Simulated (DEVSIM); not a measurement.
Structure: W/AlN/p-GaSb capacitor, at 300 K.

```tsv
layer (left to right)	material	thickness (nm)	Na (cm⁻³)
1	AlN	25.0	-
2	GaSb	1800	1.1e17
```

Metal gate on the left, work function 4.6 eV. Fixed charge at the semiconductor interface 0 cm⁻² (in units of +e); interface traps 2e11 cm⁻² eV⁻¹, uniform in energy, neutral level at 0.7 of the gap above the valence band.

This is a model device: material constants are rounded textbook-type values typed into the input, and sizes, dopings and lifetimes were drawn at random. Values at 300 K.

```
parameter      AlN    GaSb
-------------  ---  ------
gap (eV)       6.1   0.726
affinity (eV)  1.9    4.06
permittivity   8.5    15.7
Nc (cm⁻³)        -  2.1e17
Nv (cm⁻³)        -  1.8e19
```

DEVSIM, 1D Poisson equation in equilibrium, Boltzmann statistics, complete ionisation; no quantum confinement or tunnelling. Metal contacts follow the ideal Schottky-Mott rule: no Fermi-level pinning, no interface dipoles.

The substrate doping was swept, all else fixed.

```tsv
substrate doping (cm^-3)	flat-band voltage (V)	minimum of the low-frequency capacitance (μF/cm²)
5.5e15	-0.01	0.0631
1.1e16	-0.03	(withheld)
2.2e16	-0.05	0.0832
5.5e16	-0.07	0.103
1.1e17	-0.09	0.121
2.2e17	-0.11	0.140
```

Question: Complete the blanks.

Answer: 
- 1.1e16, minimum of the low-frequency capacitance (μF/cm²): 0.0716
